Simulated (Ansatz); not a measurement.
Cell and atoms of amorphous Ga12As12Se36:

```xyz
60
Lattice="11.3782 0.0230 -0.4823 0.0230 11.8608 0.0464 -0.4823 0.0464 12.1373" Properties=species:S:1:pos:R:3 pbc="T T T"
Ga     2.7323     3.3869     5.2974
Ga     9.8295     8.5109    10.0074
Ga     3.6887     6.6185     3.4730
Ga     6.7394     7.8742     5.9645
Ga     7.6028     2.2384    10.7985
Ga     2.3481     5.4770    11.6173
Ga    10.1091    11.8748     9.9167
Ga     2.1535     6.7409     6.2650
Ga     8.8746     1.5059     6.9874
Ga     0.9563     5.3587     2.5237
Ga     6.1918     4.5099    -0.0696
Ga     6.5209    11.0325     9.2314
As     8.3279     5.5076     8.4966
As     3.7313     2.9832     9.4313
As     0.4334     0.3255     7.1252
As     2.0200     0.7897     2.3858
As     8.8750     5.3154     1.6204
As     2.0155    10.0075     0.6076
As     3.8346    11.7368     6.7811
As     7.8085     4.8760     5.9662
As     6.7854     7.8802     1.8683
As     7.9428     9.8167     3.0719
As     5.4272     1.1823     2.9977
As     6.7047     8.5037    11.6224
Se     7.4293     0.1595     2.1456
Se     9.5497     8.5253     0.1303
Se     6.5240    10.0440     5.0071
Se    10.4440     6.5903     8.6554
Se     1.9005    10.2142     6.0295
Se     1.6598     4.5777     7.0862
Se     1.6095     8.5710     7.7044
Se     4.4260     8.2022     1.8757
Se     8.5609     6.7610     4.7384
Se     6.7544     7.3010     8.3652
Se     5.1762     3.4410     5.9051
Se     1.3281     7.3285     4.0012
Se     5.7481    10.7215    11.4748
Se     3.1015     4.2166     2.9125
Se     8.7388    10.2314     8.6146
Se     6.8721     1.5878     8.4873
Se     6.1402     1.3491     5.3357
Se     9.7552    11.5671     5.6379
Se     8.0640     4.7606    11.2086
Se     4.6296     6.4984     5.6826
Se     0.4385    10.0315    10.5288
Se     6.8262     4.1901     2.2605
Se     1.7937     3.3291    10.8477
Se     9.7109     0.8598    -0.2320
Se     9.2561     3.2063     5.2888
Se     5.1560     2.2461    11.4812
Se     2.9116     0.7333     8.9391
Se     1.1457     1.5532     5.0472
Se    10.7060     1.9732     8.5237
Se     4.9095     9.8825     7.8231
Se     4.4551     6.1973    10.8622
Se     3.8651    11.2562     3.3940
Se     0.4505    10.8161     2.3252
Se     2.7048     0.3957     0.0419
Se     1.0920     6.6499     0.4697
Se    10.5899     3.7602     2.2363
```

Level of theory: PBE-D3(BJ), scalar-relativistic without spin-orbit coupling, PAW (Ansatz default set, large-core Se) (plane waves to 420 eV; Ansatz, an electronic-structure program).

It comes from a melt-quench run on a machine-learned potential (CHGNet), relaxed afterwards by DFT. The hot cell started wider than the set density and was brought back towards it in steps. It is the lowest in DFT energy of 3 quenches. It is a model cell: composition and starting density were chosen by hand, and all elements were melted together. The geometry includes D3(BJ) dispersion. Its density started from a set value of 4.43 and ended at 4.65 g/cm³. Cooling (nominally 99 K/ps over its main leg) ran many orders faster than in experiment, which tends to leave more defects and strain. One small periodic cell is one sample of the glass; other quenches scatter about these values. Volume and shape were free in the relaxation.

Cut-offs for bonds: Ga-Ga 2.93 Å, Ga-As 2.89 Å, Ga-Se 2.78 Å, As-As 2.86 Å, As-Se 2.88 Å, Se-Se 2.76 Å.

Question: Give the coordination numbers, mean bond lengths and angles.

Answer: 
* **Mean coordination of Ga**: 3.92 (1 with 3, 11 with 4)
* **Mean coordination of As**: 3.17 (10 with 3, 2 with 4)
* **Mean coordination of Se**: 2.31 (26 with 2, 9 with 3, 1 with 4)
* **Mean Ga-Se bond**: 2.452 Å (spread 0.064 Å, 47 counted)
* **Mean As-Se bond**: 2.473 Å (spread 0.112 Å, 32 counted)
* **Mean As-As bond**: 2.567 Å (spread 0.072 Å, 3 counted)
* **Mean Se-Se bond**: 2.369 Å (spread 0.004 Å, 2 counted)
* **Bond angle at Ga**: mean 109.5°, spread 11.6°
* **Bond angle at As**: mean 101.1°, spread 14.3°
* **Bond angle at Se**: mean 97.8°, spread 14.5°

Question: Which atoms depart from the most common coordination of their element?

Answer: Ga6 has 3 (Se59 2.34 Å, Se47 2.35 Å, Se55 2.35 Å); As13 has 4 (Se28 2.38 Å, Se34 2.39 Å, As20 2.66 Å, Se43 2.83 Å); As15 has 4 (Se42 2.42 Å, Se52 2.52 Å, Se29 2.70 Å, Se53 2.72 Å); Se29 has 3 (Se31 2.36 Å, As19 2.57 Å, As15 2.70 Å); Se36 has 3 (Ga8 2.48 Å, Ga10 2.49 Å, Ga3 2.52 Å); Se38 has 3 (Ga10 2.46 Å, Ga3 2.54 Å, Ga1 2.55 Å); Se39 has 3 (Ga12 2.44 Å, Ga2 2.47 Å, Ga7 2.50 Å); Se40 has 3 (Ga9 2.50 Å, Ga5 2.51 Å, Ga12 2.54 Å); Se43 has 4 (Ga11 2.51 Å, Ga5 2.60 Å, As17 2.64 Å, As13 2.83 Å); Se44 has 3 (Ga3 2.40 Å, Ga4 2.53 Å, Ga8 2.56 Å); Se45 has 3 (As18 2.47 Å, Ga7 2.50 Å, Ga2 2.52 Å); Se50 has 3 (Ga11 2.45 Å, Ga5 2.54 Å, As14 2.60 Å); Se53 has 3 (Ga9 2.44 Å, Ga7 2.46 Å, As15 2.72 Å).
